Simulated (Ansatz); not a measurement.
# HfO2, response to strain

Base system: HfO₂ (space group P4_2/nmc, No. 137; a = 3.567 Å, c = 5.166 Å). Axes: x, y, z lie along a, b, c of the conventional cell.

Strains are applied to the cell and any free atomic positions relax; under stress the whole cell relaxes.

Levels (all Ansatz, an electronic-structure program, PAW): PBEsol (420 eV, scalar-relativistic without spin-orbit coupling); r2SCAN (500 eV, no spin-orbit coupling); HSE06 (420 eV, scalar-relativistic without spin-orbit coupling).

Band gaps by level, all at the geometries relaxed with PBEsol:

```tsv
case	PBEsol	r2SCAN	HSE06
base	4.57 eV	5.22 eV	6.34 eV
isotropic strain +2.40 %	4.43 eV	___	6.21 eV
uniaxial stress, 8 GPa tension along z	4.61 eV	___	___
```

What belongs in the blanks?


- isotropic strain +2.40 %, r2SCAN: 5.06 eV
- uniaxial stress, 8 GPa tension along z, r2SCAN: 5.28 eV
- uniaxial stress, 8 GPa tension along z, HSE06: 6.38 eV

Single points use the geometry relaxed with PBEsol. The hybrid gap comes from the SCF mesh plus the semilocal run's edge points and a few special points and is an upper bound. With Hf present, leaving out spin-orbit coupling can change the band edges. Beyond what the load breaks, stability against distortions was not tested. This is not the structure that HfO2 has at room temperature and ambient pressure.
